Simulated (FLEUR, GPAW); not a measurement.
A FLEUR input for a self-consistent single point of NiO2 (R-3m, 3 atoms in the cell) (DFT, PBEsol, all-electron FLAPW (FLEUR), scalar-relativistic valence):

Input of the input generator:

```
NiO2 crystal
&input film=f /
2.5845460527 1.4921883593 8.8518362157
-2.5845460527 1.4921883593 8.8518362157
0.0000000000 -2.9843767186 8.8518362157
1.0
1.0 1.0 1.0

3
28 0.0000000000 0.0000000000 0.0000000000
8 0.7320370000 0.7320370000 0.7320370000
8 0.2679630000 0.2679630000 0.2679630000

&comp jspins=1 /
&exco xctyp='PBEs' /
&kpt div1=14 div2=14 div3=14 gamma=t /
&end /
```

```xml
<?xml version="1.0" encoding="UTF-8" standalone="no"?>
<fleurInput fleurInputVersion="0.39">
   <comment>
      NiO2 crystal                                                                                        
   </comment>
   <calculationSetup>
      <cutoffs Kmax="4.5" Gmax="22.5" GmaxXC="22.5" numbands="0"/>
      <scfLoop itmax="80" minDistance="0.00001" maxIterBroyd="15" imix="Anderson" alpha="0.05" precondParam="0.0" spinf="2.0"/>
      <coreElectrons ctail="T" frcor="F" kcrel="0" coretail_lmax="0"/>
      <xcFunctional name="PBEs" relativisticCorrections="F"/>
      <magnetism jspins="1"/>
      <soc l_soc="F" theta="0.0" phi="0.0" spav="F"/>
      <expertModes spex="0" secvar="F"/>
      <geometryOptimization l_f="T" forcealpha="1.0" forcemix="BFGS" epsdisp="0.00001" epsforce="0.00001"/>
      <ldaU l_linMix="F" mixParam="0.05" spinf="1.0"/>
   </calculationSetup>
   <cell>
      <bzIntegration valenceElectrons="30.0" mode="hist" fermiSmearingEnergy="0.0001">
         <kPointListSelection listName="default-1"/>
         <!-- k-points included here -->
         <xi:include xmlns:xi="http://www.w3.org/2001/XInclude" href="kpts.xml"> </xi:include>
      </bzIntegration>
      <!-- symmetry operations included here -->
      <xi:include xmlns:xi="http://www.w3.org/2001/XInclude" href="sym.xml"> </xi:include>
      <bulkLattice scale="1.0">
         <bravaisMatrix>
            <row-1>    2.5845460526999999     1.4921883593000000     8.8518362157000006</row-1>
            <row-2>   -2.5845460526999999     1.4921883593000000     8.8518362157000006</row-2>
            <row-3>    0.0000000000000000    -2.9843767186000001     8.8518362157000006</row-3>
         </bravaisMatrix>
      </bulkLattice>
   </cell>
   <atomSpecies>
      <species name="Nickel (Ni)" element="Ni" atomicNumber="28">
         <mtSphere radius="1.81" gridPoints="599" logIncrement="0.02"/>
         <atomicCutoffs lmax="7" lnonsphr="5"/>
         <electronConfig flipSpins="F">
            <coreConfig>(1s1/2) (2s1/2) (2p1/2) (2p3/2)</coreConfig>
            <valenceConfig>(3s1/2) (3p1/2) (3p3/2) (4s1/2) (3d3/2) (3d5/2)</valenceConfig>
            <stateOccupation state="(3d3/2)" spinUp="1.6" spinDown="1.6"/>
            <stateOccupation state="(3d5/2)" spinUp="2.4" spinDown="2.4"/>
         </electronConfig>
         <energyParameters s="4" p="4" d="3" f="4"/>
         <lo type="SCLO" l="0" n="3" eDeriv="0"/>
         <lo type="SCLO" l="1" n="3" eDeriv="0"/>
         <lo type="SCLO" l="1" n="3" eDeriv="1"/>
         <lo type="SCLO" l="2" n="3" eDeriv="2"/>
         <lo type="SCLO" l="3" n="4" eDeriv="2"/>
      </species>
      <species name="Oxygen (O)" element="O" atomicNumber="8">
         <mtSphere radius="1.39" gridPoints="461" logIncrement="0.023"/>
         <atomicCutoffs lmax="5" lnonsphr="3"/>
         <electronConfig flipSpins="F">
            <coreConfig>(1s1/2)</coreConfig>
            <valenceConfig>(2s1/2) (2p1/2) (2p3/2)</valenceConfig>
            <stateOccupation state="(2p1/2)" spinUp="0.6666666666667" spinDown="0.6666666666667"/>
            <stateOccupation state="(2p3/2)" spinUp="1.3333333333333" spinDown="1.3333333333333"/>
         </electronConfig>
         <energyParameters s="2" p="2" d="3" f="4"/>
         <lo type="SCLO" l="0" n="2" eDeriv="2"/>
         <lo type="SCLO" l="1" n="2" eDeriv="2"/>
         <lo type="SCLO" l="2" n="3" eDeriv="2"/>
      </species>
   </atomSpecies>
   <atomGroups>
      <atomGroup species="Nickel (Ni)">
         <relPos label="                   1">.0000000000 .0000000000 .0000000000</relPos>
         <force calculate="T" relaxXYZ="TTT"/>
      </atomGroup>
      <atomGroup species="Oxygen (O)">
         <relPos label="                   2">-.2679630000 -.2679630000 -.2679630000</relPos>
         <relPos label="                   3">.2679630000 .2679630000 .2679630000</relPos>
         <force calculate="T" relaxXYZ="TTT"/>
      </atomGroup>
   </atomGroups>
   <output dos="F" band="F" slice="F">
      <checks vchk="F" cdinf="F"/>
      <bandDOS minEnergy="-.5*Htr" maxEnergy="0.5*Htr" sigma="0.015" storeEVData="T"/>
      <vacuumDOS vacdos="F" integ="F" star="F" nstars="0" locx1="0.0" locy1="0.0" locx2="0.0" locy2="0.0" nstm="0" tworkf="0.0"/>
      <unfoldingBand unfoldBand="F" supercellX="1" supercellY="1" supercellZ="1"/>
      <plotting iplot="0" polar="F">
         <plot TwoD="T" vec1="  1.0  0.0  0.0" vec2="  0.0  1.0  0.0" vec3="  0.0  0.0  1.0" zero="  0.0  0.0  0.0" file="plot"/>
      </plotting>
      <chargeDensitySlicing numkpt="0" minEigenval="0.0" maxEigenval="0.0" nnne="0" pallst="F"/>
      <specialOutput eonly="F"/>
      <magneticCircularDichroism mcd="F" energyLo="-10.0" energyUp="0.0"/>
   </output>
  <!-- We include the file relax.xml here to enable relaxations (see documentation) -->
  <xi:include xmlns:xi="http://www.w3.org/2001/XInclude" href="relax.xml"> <xi:fallback/> </xi:include>
</fleurInput>
```

Q: Write the same calculation as an input for GPAW.

A: One input that does it (others would too):

```python
from ase import Atoms
from ase.units import GPa
from gpaw import GPAW, PW, FermiDirac

atoms = Atoms(['Ni', 'O', 'O'],
              cell=[[1.367683, 0.789632, 4.684190],
                    [-1.367683, 0.789632, 4.684190],
                    [0.000000, -1.579264, 4.684190]],
              scaled_positions=[[0.000000, 0.000000, 0.000000],
                                [0.732037, 0.732037, 0.732037],
                                [0.267963, 0.267963, 0.267963]],
              pbc=True)

calc = GPAW(mode=PW(950),
            xc='PBEsol',
            kpts={'size': (14, 14, 14), 'gamma': True},
            occupations=FermiDirac(0.0),
            nbands=-8,
            convergence={'forces': 0.001, 'bands': -6},
            symmetry={'symmorphic': False, 'tolerance': 0.0005},
            maxiter=120)

atoms.calc = calc

energy = atoms.get_potential_energy()
print('Energy (eV):', round(energy, 6))
forces = atoms.get_forces()
print('Forces (eV/Ang):')
print(forces.round(5))
stress = atoms.get_stress()
print('Stress (GPa, Voigt):', (stress / GPa).round(4))
```

Basis settings and potentials, where a program has them, do not carry over. This input uses DFT PBEsol, plane waves, GPAW PAW datasets PBEsol (made by gpaw-setup).

The starting cell comes from a database of computed structures (which also holds hypothetical and non-ambient phases and stackings), without a prior relaxation at this level. Its lattice was rescaled by a random factor within 2.5 % of one.
